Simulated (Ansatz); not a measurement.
The parent structure is BeTe in the zinc blende structure (space group F-43m, No. 216; a = 5.6569 Å).

Calculations: Ansatz (a quantum-chemistry and plane-wave program), r2SCAN, PAW, cutoff 500 eV, no spin-orbit coupling.

One change was made to it. Results:

| quantity | base | after |
|---|---|---|
| electron mass | 2.1 mₑ along k, 0.25 mₑ across (at X) | 1.0 mₑ along k, 0.19 mₑ across (at X) |
| volume per atom | 22.63 Å³ | 12.87 Å³ |
| hole mass (degenerate bands, along [100]) | 0.21, 0.35, 0.35 mₑ (at Γ) | 0.13, 0.13, 0.28 mₑ (at Γ) |
| band gap | 2.38 eV | 0.37 eV |

Which change produced these results?
A. pressure 100 GPa
B. pressure 7 GPa
C. pressure 3 GPa
D. pressure 30 GPa

A, pressure 100 GPa. For comparison, the band gap in the other runs: pressure 30 GPa gives 1.51 eV; pressure 3 GPa gives 2.26 eV; pressure 7 GPa gives 2.12 eV.

Spin-orbit coupling, missing from the scalar runs, can matter with Te. Load acts through the strain it causes; cell and atoms are relaxed under it. Masses are band curvatures over ±0.01 Å⁻¹ around the edge. Along k means along the line from Γ to the band edge. Whether these cells are dynamically stable was not tested. Competing high-pressure phases were not computed.
